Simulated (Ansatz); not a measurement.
Abridged Ansatz (an electronic-structure program) output:

```
Relaxation: its limit of steps is 50 (relax.max_steps)
Pseudopotential: Nb, paw, valence charge 13
Crystal: 1 atoms, lattice volume = 17.139 Å³
Basis set: ecut = 420 eV, 321 PW (Γ), exchange–correlation on 40×40×40 points (8 copies of the dense FFT grid, shifted against one another)
Bands: 11, of which v1, the nominal top of the filled ones, is band 7 counted from 1 (6 counted from 0)
Symmetry: 8 space group operations
k-points: 3060 of 21952
Functional: x = slater, c = lda
SCF iter   1: F=—  HF=-4442.621810 eV  |F-HF|=—  |Δ(HF+E_count)|=         —  Δρ=6.65e-3  dr2=2.22e-3  ethr=1.77e-3  ⟨swp⟩=5.0  Hψ=197550  notcnv=0
SCF iter   2: F=—  HF=-4442.621315 eV  |F-HF|=—  |Δ(HF+E_count)|=   4.96e-4  Δρ=3.16e-3  dr2=4.10e-4  ethr=1.71e-5  ⟨swp⟩=1.7  Hψ=62755  notcnv=0
SCF 1 converged in 7 iterations: F = -4442.621235 eV  dr2 = 4.32e-11
relax step   1: F+E_penalty+E_count = -4442.62123492 eV  Δ(F+E_penalty+E_count) = +0.000e0 eV  max|allowed force component| = 0.000e0 eV/Å  Δτ_max = 0.0000 Å  (7 SCF iters, accepted)
SCF converged after 7 iterations
Free energy (F): -4442.621235 eV
Internal energy: -4442.575575 eV  (E = F + TS)
E sigma→0 (E₀):  -4442.598405 eV
Entropy (-TS):   -0.045660 eV (-45.660 meV/atom)
Fermi energy:    18.565756 eV
--- Forces (eV/Å), atoms counted from 1 ---
  atom   1  Nb    -0.00000000     0.00000000     0.00000000
--- Stress (GPa, compression-positive) ---
       -0.000096      -0.056402      -0.000000
       -0.056402      -0.000096      -0.000000
        0.000000      -0.000000       0.005413
  P = ⅓ Tr σ = 0.0017 GPa (0.017 kbar)
--- Relaxed structure (1 steps of the walk, 1 accepted, 0 SCFs on fresh bases) ---
  atoms:
    - { symbol: Nb, position: [0.0, 0.0, 0.0] }
```

What was computed, and what are the main results?

Nb, 1 atom in the cell, with plane-wave PAW DFT at the LDA level (Ansatz, 420 eV), without spin-orbit coupling. The last SCF converged to F = -4442.621235 eV, or -4442.6212 eV per atom, at a pressure of 0.00 GPa. The total energy compares only with runs of the same code, potentials and settings.

The cells carry an imposed strain or load. Whether these cells are dynamically stable was not tested. All final runs are without spin polarisation. The cell was made from Nb in the bcc (W type) structure (space group Im-3m, No. 229) by this change: tensor shear ε_xy = +0.29 %.

Keys are those of Ansatz 0.2.
